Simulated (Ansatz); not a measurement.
This Ansatz (a quantum-chemistry and plane-wave program) input is the reference run, NaCl in the zinc blende structure (space group F-43m, No. 216; a hypothetical phase, not in the database extracts checked), computed with r2SCAN (Ansatz), scalar-relativistic without spin-orbit coupling:

Ansatz 0.2 input:
```yaml
crystal:
  lattice:
    - [0, 3.0882817848, 3.0882817848]
    - [3.0882817848, 0, 3.0882817848]
    - [3.0882817848, 3.0882817848, 0]
  atoms:
    - { symbol: Cl, position: [0.25, 0.25, 0.25] }
    - { symbol: Na, position: [0, 0, 0] }
basis: { ecutwfc: 500, ecutrho_ratio: 4, xc_grid: 4, fft_grid_basis: typed }
kpoints: { mp_grid: { grid: [9, 9, 9] } }
hamiltonian:
  xc: r2scan
  dispersion: none
  pseudopotentials: { kind: paw }
scf: { occupations: { method: fermi_dirac, width: 0.05 }, convergence: { dr2_threshold: 0.0000000002 } }
output: { forces: true, stress: true }
```

### Question
Write the input for this change: tensor shear ε_xy = +3.28 % (engineering shear γ = 0.0656), atoms relaxed at fixed cell.

### Answer
Ansatz 0.2 input:
```yaml
crystal:
  lattice:
    - [0.1012956425, 3.0882817848, 3.0882817848]
    - [3.0882817848, 0.1012956425, 3.0882817848]
    - [3.1895774273, 3.1895774273, 0]
  atoms:
    - { symbol: Cl, position: [0.25, 0.25, 0.25] }
    - { symbol: Na, position: [0, 0, 0] }
basis: { ecutwfc: 500, ecutrho_ratio: 4, xc_grid: 4, fft_grid_basis: typed }
kpoints: { mp_grid: { grid: [9, 9, 9] } }
hamiltonian:
  xc: r2scan
  dispersion: none
  pseudopotentials: { kind: paw }
scf: { occupations: { method: fermi_dirac, width: 0.05 }, convergence: { dr2_threshold: 0.0000000002 } }
relax: { f_tol: 0.005, max_steps: 50 }
output: { forces: true, stress: true }
checkpoint: { write: state.ck, write_every: 1000 }
```
This is the input that was run.

The cells carry an imposed strain or load. No phonon test of stability was made.
